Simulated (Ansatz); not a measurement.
Ansatz (an electronic-structure program) run on In (I4/mmm, 1 atom in the cell): self-consistent single point.

Method: PBE (plane waves, PAW; Ansatz).

```xyz
1
Lattice="-1.6299 1.6299 2.4824 1.6299 -1.6299 2.4824 1.6299 1.6299 -2.4824" Properties=species:S:1:pos:R:3 pbc="T T T"
In     0.0000     0.0000     0.0000
```

Reference input (self-consistent single point, DFT, PBE, plane waves, default PAW files): basis.ecutwfc = 420 eV; kpoints.mp_grid.grid = 14 14 14; hamiltonian.xc = pbe; hamiltonian.pseudopotentials = {kind: paw} (the program's default PAW files); scf.occupations.method = fermi_dirac; scf.occupations.width = 0.1 eV. This run's input differs from it in these lines:

Ansatz 0.2 input:
```diff
@@ -12,3 +12,3 @@
   mp_grid:
-    grid: [14, 14, 14]
+    grid: [17, 17, 17]
 hamiltonian:
```

Output, abridged:

```
SCF iter   1: F=—  HF=-5597.847439 eV  |F-HF|=—  |Δ(HF+E_count)|=         —  Δρ=1.01e-3  dr2=1.88e-4  ethr=1.77e-3  ⟨swp⟩=4.9  Hψ=26201  notcnv=0
all-band conjugate gradients solve this SCF's bands
preconditioner: auto → none
SCF iter   2: F=—  HF=-5597.847021 eV  |F-HF|=—  |Δ(HF+E_count)|=   4.18e-4  Δρ=5.67e-4  dr2=8.68e-5  ethr=1.45e-6  ⟨swp⟩=2.0  Hψ=9831  notcnv=0
SCF iter   3: F=—  HF=-5597.847054 eV  |F-HF|=—  |Δ(HF+E_count)|=   3.28e-5  Δρ=4.76e-4  dr2=3.92e-5  ethr=6.68e-7  ⟨swp⟩=2.0  Hψ=6996  notcnv=0
SCF iter   4: F=—  HF=-5597.847033 eV  |F-HF|=—  |Δ(HF+E_count)|=   2.05e-5  Δρ=1.40e-4  dr2=3.16e-6  ethr=3.02e-7  ⟨swp⟩=2.4  Hψ=7087  notcnv=0
SCF iter   5: F=—  HF=-5597.847033 eV  |F-HF|=—  |Δ(HF+E_count)|=   6.01e-7  Δρ=1.23e-4  dr2=2.35e-6  ethr=2.43e-8  ⟨swp⟩=2.0  Hψ=7000  notcnv=0
SCF iter   6: F=—  HF=-5597.847032 eV  |F-HF|=—  |Δ(HF+E_count)|=   1.10e-6  Δρ=6.08e-5  dr2=5.61e-7  ethr=1.81e-8  ⟨swp⟩=2.0  Hψ=6468  notcnv=0
SCF iter   7: F=-5597.847031 eV  HF=-5597.847031 eV  |F-HF|=3.84e-8  |Δ(HF+E_count)|=   3.40e-7  Δρ=1.40e-5  dr2=2.97e-8  ethr=7.69e-10  ⟨swp⟩=4.1  Hψ=17101  notcnv=0
SCF 1 converged in 7 iterations: F = -5597.847031 eV  dr2 = 2.97e-8
Free energy (F): -5597.847031 eV
Internal energy: -5597.831366 eV  (E = F + TS)
E sigma→0 (E₀):  -5597.839199 eV
Entropy (-TS):   -0.015665 eV (-15.665 meV/atom)
Fermi energy:    10.159291 eV
--- Forces (eV/Å), atoms counted from 1 ---
  atom   1  In     0.00000000    -0.00000000     0.00000000
--- Stress (GPa, compression-positive) ---
        1.581978      -0.000000       0.000000
       -0.000000       1.581978       0.000000
        0.000000       0.000000       1.793570
  P = ⅓ Tr σ = 1.6525 GPa (16.525 kbar)
  The stress holds the Pulay correction. Without it, at fixed plane waves, as pw.x and ABINIT print it: P = 1.6091 GPa
```

The run converged in 7 iterations. Against the reference run the free energy goes up by 1.9 meV/atom and the pressure hardly changes (1.61 to 1.65 GPa).

The starting cell has typed, rounded lattice constants, without a prior relaxation at this level. Its lattice was rescaled by up to half a per cent. Ansatz's pressure includes its estimate of the finite-basis (Pulay) stress.
